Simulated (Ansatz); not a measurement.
Take Re in the hcp (Mg type) structure (space group P6_3/mmc, No. 194; relaxed with 0.1 eV smearing) as the base.

```
CELL_PARAMETERS angstrom
      2.75189     0.00000     0.00000
     -1.37595     2.38321     0.00000
      0.00000     0.00000     4.44007
ATOMIC_POSITIONS crystal
  Re 0.66667 0.33333 0.75000
  Re 0.33333 0.66667 0.25000
```

Cartesian axes are those of the cell as printed.

Level of theory: Ansatz (an electronic-structure program), PBEsol, PAW, cutoff 420 eV, without spin-orbit coupling.

Strains are applied to the cell and any free atomic positions relax; under biaxial strain the out-of-plane vector relaxes too.

One change was made to it. Results:

```tsv
quantity	base	after
band gap	zero	zero
pressure (mean of the normal stresses, compression positive)	0.0 GPa	-2.5 GPa
```

Question: What was done to the base?
A) biaxial strain +0.50 %, plane normal [001], relaxed out of plane
B) biaxial strain −0.50 %, plane normal [001], relaxed out of plane
C) biaxial strain −2.50 %, plane normal [001], relaxed out of plane
D) biaxial strain +1.00 %, plane normal [001], relaxed out of plane

Answer: A, biaxial strain +0.50 %, plane normal [001], relaxed out of plane. For comparison, the pressure in the other runs: biaxial strain −2.50 %, plane normal [001], relaxed out of plane gives 15.1 GPa; biaxial strain +1.00 %, plane normal [001], relaxed out of plane gives -4.8 GPa; biaxial strain −0.50 %, plane normal [001], relaxed out of plane gives 2.7 GPa.

Stability against distortions was not tested. The final runs are not spin-polarised.
